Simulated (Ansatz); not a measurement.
**What Si → In does to WSi2**

The parent structure is WSi2 (space group I4/mmm, No. 139; a = 3.229 Å, c = 7.868 Å).

It is then changed as follows: full substitution Si → In, then cell and atoms are relaxed.

Calculations: Ansatz (a first-principles code), PBE, PAW, cutoff 420 eV, no spin-orbit coupling, earlier PAW set. Γ-centred 19×19×19 mesh, Fermi–Dirac width 0.05 eV, for the changed cell.

```json
[
 {"quantity": "density", "base": "9.71 g/cm³", "changed": "11.38 g/cm³", "shift": "+1.67 g/cm³"},
 {"quantity": "lattice parameter a", "base": "6.103 bohr", "changed": "6.639 bohr", "shift": "+0.5367 bohr"},
 {"quantity": "c/a ratio", "base": "2.436", "changed": "2.782", "shift": "+0.346"},
 {"quantity": "space group", "base": "I4/mmm (No. 139)", "changed": "I4/mmm (No. 139)", "shift": "–"},
 {"quantity": "shortest interatomic distance", "base": "4.919 bohr", "changed": "5.501 bohr", "shift": "+0.582 bohr"},
 {"quantity": "band gap", "base": "zero", "changed": "zero", "shift": "–"}
]
```

Final structure:

```
In2W
1.0
   -1.75672     1.75672     4.88752
    1.75672    -1.75672     4.88752
    1.75672     1.75672    -4.88752
W In
1 2
Direct
  0.00000   0.00000   0.00000
  0.34480   0.34480   0.00000
  0.65520   0.65520   0.00000
```

Stability against distortions was not tested. As relaxed here, In2W is a hypothetical phase, not in the database extracts checked. All final runs are without spin polarisation. In2W has a high density of states at the Fermi level and may be magnetic at this level.
